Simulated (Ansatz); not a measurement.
Take BeS (space group P4/nmm, No. 129; a = 3.452 Å, c = 5.621 Å; a hypothetical phase, not in the database extracts checked; layered, stacked along the Cartesian z axis) as the base.

Now apply this change: every lattice vector is shortened by 0.64 %, atoms relaxed at fixed cell.

Levels (all Ansatz, a program for electronic structure, PAW): PBEsol (420 eV, spin-orbit coupling left out); r2SCAN (500 eV, no SOC).

The geometry is relaxed with PBEsol.

- PBEsol lowest conduction level above the VBM at special points: Γ 3.34 eV; Z 3.59 eV; M 3.97 eV; A 5.10 eV
- PBEsol pressure: 0.68 GPa
- PBEsol gap character: direct at Γ

With r2SCAN at the same geometry, the lowest conduction level above the VBM at special points becomes Γ 4.02 eV; Z 4.29 eV; M 4.52 eV; A 5.67 eV (PBEsol: Γ 3.34 eV; Z 3.59 eV; M 3.97 eV; A 5.10 eV); the pressure rises by 0.95 GPa, from 0.68 GPa to 1.63 GPa; the gap character stays direct at Γ.

Single points use the geometry relaxed with PBEsol. Their cutoffs differ, which shifts pressures a little. The cells carry an imposed strain or load. No phonon test of stability was made. The base started in Pnma and relaxed to P4/nmm at this level. No dispersion term is included in the PBEsol runs.
